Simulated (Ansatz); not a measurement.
Given:

```xyz
2
Lattice="0.0000 2.3979 2.3979 2.3979 0.0000 2.3979 2.3979 2.3979 0.0000" Properties=species:S:1:pos:R:3 pbc="T T T"
Ca     0.0000     0.0000     0.0000
O      2.3979     2.3979     2.3979
```

No spin polarisation.

Method: PBEsol/PAW in Ansatz (a quantum-chemistry and plane-wave program), scalar-relativistic without spin-orbit coupling. Γ-centred 12×12×12 mesh, Fermi–Dirac width 0.05 eV.

**Question.** Predict the band gap, smallest direct gap, gap character and electron mass.

**Answer.** 
```json
{
 "band_gap": "3.55 eV",
 "smallest_direct_gap": "3.93 eV",
 "gap_character": "indirect, Γ → X",
 "electron_mass": "1.4 mₑ along k, 0.43 mₑ across (at X)"
}
```

Load acts through the strain it causes; cell and atoms are relaxed under it. Effective masses come from finite differences of ±0.01 Å⁻¹. Along k means along the line from Γ to the band edge. No phonon test of stability was made. The cell was made from CaO in the rock salt structure (space group Fm-3m, No. 225) by this change: pressure −2 GPa.
